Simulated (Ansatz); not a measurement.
Li2MnO3 (C2/m, No. 12) was calculated with BLYP (plane waves, PAW; Ansatz, a program for electronic structure).

Numerical settings: plane-wave cutoff 520 eV, 8×8×8 k mesh, Fermi–Dirac smearing 0.01 eV, spin-polarised with parallel moments, scalar-relativistic PAW data made under PBE.

Results at a series of volumes:

```json
[
 {"V (Å³/atom)": "8.330", "E − E_lowest (meV/atom)": "5.08", "P (GPa)": "4.86"},
 {"V (Å³/atom)": "8.504", "E − E_lowest (meV/atom)": "1.23", "P (GPa)": "2.30"},
 {"V (Å³/atom)": "8.677", "E − E_lowest (meV/atom)": "0.00", "P (GPa)": "0.01"},
 {"V (Å³/atom)": "8.851", "E − E_lowest (meV/atom)": "1.13", "P (GPa)": "-2.05"},
 {"V (Å³/atom)": "9.024", "E − E_lowest (meV/atom)": "4.36", "P (GPa)": "-3.89"}
]
```

Problem. Estimate the bulk modulus and its pressure derivative from these points.

Solution. V0 = 8.678 Å³/atom, B0 = 108 GPa, B′ = 4.5 (fit to the energies at full precision).

Shape and atoms are relaxed at each volume.

Note: the magnetic order was assumed, not searched for or taken from measurement; the relaxation could not lower the start's symmetry, so the cell can be a saddle point above a distorted one; the volume lies 5 % above that of the published cell; without U or exact exchange, gaps and moments of open d shells tend to come out too small; the bulk modulus comes from volumes at which shape and atoms were relaxed.

Static lattice: no zero-point or thermal effects.
